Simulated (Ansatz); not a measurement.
**A computed series for hypothetical diamond Na: pressure series**

Start from Na in the diamond structure (space group Fd-3m, No. 227; a hypothetical phase, not in the database extracts checked).

```xyz
2
Lattice="0.0000 3.7446 3.7446 3.7446 0.0000 3.7446 3.7446 3.7446 0.0000" Properties=species:S:1:pos:R:3 pbc="T T T"
Na     1.8723     1.8723     1.8723
Na     0.0000     0.0000     0.0000
```

Cell and atoms are relaxed at each pressure.

Method: DFT with PBEsol, PAW potentials and a 420 eV plane-wave cutoff in Ansatz (a program for electronic structure), no SOC.

Two rows of this table had their results exchanged by mistake.

```csv
pressure,volume per atom (Å³),shortest distance (Å),band gap
pressure 0.3 GPa,48.27,3.153,zero
pressure 0.7 GPa,44.29,3.064,zero
pressure 1.5 GPa,39.15,2.941,zero
pressure 3 GPa,33.54,2.793,zero
pressure 5 GPa,23.61,2.485,zero
pressure 7.5 GPa,25.93,2.563,zero
pressure 10 GPa,29.28,2.669,zero
```

**Question.** Which two?

**Answer.** The rows for pressure 5 GPa and pressure 10 GPa: the volume has to fall steadily with pressure, so 29.28 Å³ belongs to pressure 5 GPa and 23.61 Å³ to pressure 10 GPa.

Load acts through the strain it causes; cell and atoms are relaxed under it. Stability against distortions was not tested. No other phases were tried under pressure.
